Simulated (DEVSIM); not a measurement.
Structure: Schottky contact on n-type β-Ga2O3, at 300 K.

Layer 1 from the left is β-Ga2O3, thickness (μm) 0.410, Nd (cm⁻³) 1.3e16, τn (s) 4.5e-9, τp (s) 4.5e-9.

Left contact: Schottky, work function 5.63 eV, emission velocity 1.1e7 cm/s. Right contact: ohmic. Voltage is applied to the left contact. Recombination: SRH at mid-gap. Mobility is μmin + (μ − μmin)/(1 + (N/Nref)^α).

Constants are typed, rounded textbook-type inputs, not results; the design itself was drawn at random and stands for no fabricated device. Values at 300 K.

β-Ga2O3: gap (eV) 4.8, affinity (eV) 4, permittivity 10, Nc (cm⁻³) 3.7e18, Nv (cm⁻³) 5e20, μn (cm²/Vs) 160, μp (cm²/Vs) 1, μn,min 20, μp,min 0.1, Nref,n 1e18, Nref,p 1e18, αn 0.8, αp 0.8.

DEVSIM, 1D drift-diffusion, Boltzmann statistics, complete ionisation; no tunnelling, impact ionisation, image-force lowering or self-heating. Metal contacts follow the ideal Schottky-Mott rule: no Fermi-level pinning, no interface dipoles.

Dark forward current:

```tsv
|V| (V)	|J| (A/cm²)
0.50	3.280e-13
0.55	2.237e-12
0.60	1.524e-11
0.65	1.037e-10
0.70	7.044e-10
0.75	4.779e-9
0.80	3.236e-8
0.85	2.187e-7
0.90	1.474e-6
0.95	9.900e-6
1.00	6.624e-5
1.05	0.0004410
1.10	0.002917
1.15	0.01912
1.20	0.1236
1.25	0.7818
1.30	4.715
1.35	25.14
1.40	100.2
1.45	266.1
1.50	511.6
1.55	808.4
1.60	1136
1.65	1484
1.70	1845
1.75	2215
```

Problem. Work out the local ideality factor n = ΔV / (kT/q · ln(J2/J1)) between the rows 0.50 and 0.55 V, 1.70 and 1.75 V.

Solution. kT/q = 25.85 mV. From 0.50 to 0.55 V: ln(2.237e-12/3.280e-13) = 1.920, n = 1.01, near the 1 of diffusion or emission over a barrier. From 1.70 to 1.75 V: ln(2215/1845) = 0.183, n = 10.58; the layers' resistance at their doping, Σ W/(qμN) = 0.00013 Ω cm², would take 47 mV of this step of 50 mV.

Problem. Estimate the current at 0.85 V for emission alone, J0 = q v N_band exp(−φB/kT), and read the barrier back from the simulated current.

Solution. φB = 1.630 eV, N_band = 3.70e18 cm⁻³, J0 = 2.69e-21 A/cm²; J = J0 (exp(qV/kT) − 1) = 5.13e-7 A/cm². The simulation gives 2.19e-7 A/cm²; the estimate lies 130 % above. Read backwards, the simulated current gives an apparent barrier of 1.652 eV. The estimate leaves out transport through the depletion region and minority injection.
